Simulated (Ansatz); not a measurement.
The reference is PbS in the rock salt structure (space group Fm-3m, No. 225; a = 5.975 Å).

Computed with r2SCAN (Ansatz, an electronic-structure program, PAW, spin-orbit coupling left out), earlier PAW set.

One change was made to it. Results:

The band gap goes from 0.70 eV to zero; the shortest interatomic distance decreases by 0.289 Å to 2.698 Å.

### Question
Name the change that was made.
A) S → Pt
B) Pb → Re
C) Pb → Bi
D) Pb → Se

### Answer
D, Pb → Se. For comparison, the shortest interatomic distance in the other runs: S → Pt gives 2.828 Å; Pb → Bi gives 2.962 Å; Pb → Re gives 2.484 Å.

Other magnetic orders, which the real material may have, were not ruled out. With Pb present, leaving out spin-orbit coupling can change the band edges. No phonon test of stability was made. As relaxed here, PtPb, BiS and ReS are hypothetical phases, not in the database extracts checked. For SeS in this form, whether it has been made was not checked. Spin-polarised in the final run: ReS; the other runs are not. An odd electron count without spin: BiS.
